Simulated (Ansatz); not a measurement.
Base system: Sn₄Au (space group Ccce, No. 68; a = 6.522 Å, b = 11.760 Å, c = 6.490 Å; a cell from a computed database, its experimental status unchecked). Axes: x, y, z lie along a, b, c of the conventional cell.

The values are results of PBEsol/PAW in Ansatz (a quantum-chemistry and plane-wave program), no spin-orbit coupling, not measurements.

Perturbation: every lattice vector is shortened by 1.48 %, atoms relaxed at fixed cell.

### Question
Predict the stress tensor and what it implies for the stiffness.

### Answer
Stress of the strained cell less that of the base (GPa, compression positive):
```
    3.3     0.0     0.0
    0.0     3.1     0.0
    0.0     0.0     3.2
```

Then B = −ΔP/(ΔV/V₀) with ΔV/V₀ = -0.0437 gives secant stiffness values (nonlinear terms included at this strain): B (at held cell shape, above the free-shape value) ≈ 73 GPa.

As a check, the harmonic strain energy −½ V₀ Δσ:ε is 11 meV/atom; the computed energy rise is 10 meV/atom.

Stability against distortions was not tested.
